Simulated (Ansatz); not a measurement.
# HgTe: response to strain

Consider HgTe in the zinc blende structure (space group F-43m, No. 216; a = 6.573 Å).

Strains are applied to the cell and any free atomic positions relax.

All numbers come from r2SCAN (Ansatz, a first-principles code), without spin-orbit coupling.

| isotropic strain (%) | pressure (GPa) |
|---|---|
| 0 | 0.0 |
| 0.5 | -0.6 |
| 1 | -1.1 |
| 1.5 | -1.6 |
| 2 | ? |
| 2.5 | -2.5 |
| 3 | -2.8 |

Fit P = P₀ − Bδ + Cδ² with δ = (1 + ε)³ − 1 to the rows shown and predict the withheld row.

Least squares on the printed values gives P₀ = 0.0 GPa, B = 40.0 GPa, C = 104 GPa (largest residual 0.0 GPa); this predicts -2.1 GPa, and the run gives -2.0 GPa, in agreement.

Stability against distortions was not tested. The final runs are not spin-polarised.
